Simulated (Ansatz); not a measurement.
Amorphous Al28O45Sb2, 75 atoms at 3.36 g/cm³, one PBE-relaxed geometry, zone centre. Methods: PBE, scalar-relativistic without spin-orbit coupling (Ansatz, a program for electronic structure); r2SCAN, scalar-relativistic without spin-orbit coupling (Ansatz); HSE06, scalar-relativistic without spin-orbit coupling (Ansatz). Plane waves to 420 eV (r2SCAN 500 eV); exact exchange is cut at the cell's faces. At PBE the levels at the filled edge of the gap are localised (band-tail or defect states). All rungs ran without spin polarisation.

The cell was made by melting and quenching with the CHGNet potential and then relaxed with DFT. O atoms were pushed apart under 1.9 Å during the dynamics, to hinder bonds among them. The hot cell started wider than the set density and was brought back towards it in steps. It is the lowest in DFT energy of 2 quenches. It is a model cell: composition and starting density were chosen by hand, and all elements were melted together. No dispersion term was used. Its density started from a set value of 3.36 and ended at 3.36 g/cm³. The quench (nominally 340 K/ps over its main leg) was far faster than any real one, so the model tends to hold more defects than a real film. One small periodic cell is one sample of the glass; other quenches scatter about these values. The volume was held where the preparation left it and the shape relaxed, at a PBE pressure of 3.5 GPa. Stress components on the final sampling reach 4.1 GPa. Cycles of charging lowered its energy after that relaxation.

The relaxation ran on the zone centre alone. At PBE the level gap is 3.52 eV on a 2×2×2 Γ-centred mesh, and the spacing at the zone centre alone 3.58 eV.

Question: What zone-centre spacing does r2SCAN give, roughly?

Answer: 4.04 eV (+0.46 eV against PBE).

Question: What zone-centre spacing does HSE06 give, roughly?

Answer: 4.83 eV (+1.25 eV against PBE).

The highest filled and the lowest empty state spread over these numbers of atoms (participation numbers): PBE: 7.2 and 17.8; r2SCAN: 8.5 and 12.5; HSE06: 6.9 and 12.8.
